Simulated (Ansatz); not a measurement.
Consider K₃Sb (space group P6_3/mmc, No. 194).

```
CELL_PARAMETERS angstrom
      6.01479     0.00000     0.00000
     -3.00740     5.20897     0.00000
      0.00000     0.00000    10.67683
ATOMIC_POSITIONS crystal
  Sb 0.33333 0.66667 0.25000
  Sb 0.66667 0.33333 0.75000
  K  0.00000 0.00000 0.25000
  K  0.00000 0.00000 0.75000
  K  0.33333 0.66667 0.58169
  K  0.66667 0.33333 0.08169
  K  0.33333 0.66667 0.91831
  K  0.66667 0.33333 0.41831
```

Cartesian axes are those of the cell as printed.

Level of theory: plane-wave PAW DFT at the PBEsol level (Ansatz, an electronic-structure program, 420 eV), spin-orbit coupling left out.

Base values:

```
Property     Value
--------  --------
Pressure  0.00 GPa
```

Perturbation: compressive biaxial strain of 3.00 % in the plane normal to [001], as in epitaxy on a mismatched substrate; the out-of-plane cell vector and the atoms relax.

Problem. How does this affect the out-of-plane strain and pressure?

Solution. The out-of-plane strain comes out as +0.94 %; the pressure (mean of the normal stresses, compression positive) goes from zero to 0.82 GPa.

Whether these cells are dynamically stable was not tested.
